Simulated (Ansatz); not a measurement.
## Convergence study of the k-point mesh at a smearing width of 0.02 eV for LuTl (P4mm, 2 atoms in the cell)

```yaml
crystal:
  lattice:
    - [3.57690, 0.00000, 0.00000]
    - [0.00000, 3.57690, 0.00000]
    - [0.00000, 0.00000, 3.92180]
  atoms:
    - { symbol: Lu, position: [0.00000, 0.00000, 0.01275] }
    - { symbol: Tl, position: [0.50000, 0.50000, 0.50000] }
```

Level of theory: LDA (PW92), default PAW files made with PBE (plane waves; Ansatz, a program for electronic structure).

Base settings: basis.ecutwfc = 420 eV; kpoints.mp_grid.grid = 9 9 9; hamiltonian.xc = lda; hamiltonian.pseudopotentials = {kind: paw} (the program's default PAW files); scf.occupations.method = fermi_dirac; scf.occupations.width = 0.1 eV.

In this ladder: scf.occupations.width = 0.02 eV.

Only quantities that move along the ladder and can be compared are tabulated.

The count of work is k-points × plane waves × bands × iterations; it is no time. 

The starting cell comes from a database of computed structures (which also holds hypothetical and non-ambient phases and stackings), without a prior relaxation at this level. Its lattice was rescaled by up to half a per cent. One atom was moved a little off its site on purpose. In the base run, with a pressure of about -3 GPa the cell is away from its equilibrium volume at this level. Ansatz's pressure includes its estimate of the finite-basis (Pulay) stress.

Steps (kpoints.mp_grid.grid): 3 3 3; 4 4 4; 5 5 4; 6 6 5; 7 7 6; 8 8 8; 10 10 9; 12 12 11; 15 15 14; 18 18 16; 22 22 20.

Task: What is the coarsest kpoints.mp_grid.grid that holds the free energy within 5 meV/atom of the last step, with all finer ones?

Result: 10 10 9, at 0.12 of the last step's count of work; the step before is off by 9.1 meV/atom.

Task: What is the coarsest kpoints.mp_grid.grid that holds the forces within 0.01 eV/Å of the last step, with all finer ones?

Result: 7 7 6, at 0.053 of the last step's count of work; the step before is off by 0.014 eV/Å.

Task: What is the coarsest kpoints.mp_grid.grid that holds the pressure within 0.1 GPa of the last step, with all finer ones?

Result: 12 12 11, at 0.20 of the last step's count of work; the step before is off by 0.26 GPa.

```csv
kpoints.mp_grid.grid,free energy less the last step's (meV/atom),pressure (GPa),largest difference of a force vector from the last step's (eV/Å),count of work / last
3 3 3,-87.37,0.21,0.027,0.0080
4 4 4,-24.76,-2.88,0.019,0.021
5 5 4,14.69,-3.40,0.006,0.021
6 6 5,12.15,-2.97,0.014,0.035
7 7 6,-6.34,-3.56,0.004,0.053
8 8 8,-9.14,-3.66,0.004,0.100
10 10 9,-0.99,-3.71,0.002,0.12
12 12 11,1.52,-3.50,0.001,0.20
15 15 14,0.63,-3.41,0.001,0.34
18 18 16,-0.81,-3.49,0.002,0.58
22 22 20,0.00,-3.44,0.000,1.0
```

Keys are those of Ansatz 0.2.
